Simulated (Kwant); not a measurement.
Device: circular cavity between two wires in a GaAs two-dimensional gas. Effective mass 0.067 mₑ, grid spacing 8.3 nm, hard walls, nominal width 100 nm (13 grid rows, so walls 116.2 nm apart), one parabolic valley, scattering region 820 nm long along x; energies count from the band bottom; Fermi energy swept from 0.00044899 to 0.0067349 eV. Cavity of radius 140 nm, straight part 0 nm, centre moved sideways by 72 nm.

The device is made up for the run: typed textbook-type constants, with dimensions and the other settings drawn at random.

Kwant, effective-mass tight-binding model on a square grid, one spin, coherent transport at 0 K. Conductance is in e²/h.

Question: How many channels do the leads carry at E = 2.77, 4.36, 5.31 meV?

Answer: The hard-wall thresholds are n² ħ²π²/(2mW²) = n² × 0.416 meV with W = 116.2 nm. √(2.77/0.416) = 2.58, so 2. √(4.36/0.416) = 3.24, so 3. √(5.31/0.416) = 3.57, so 3.
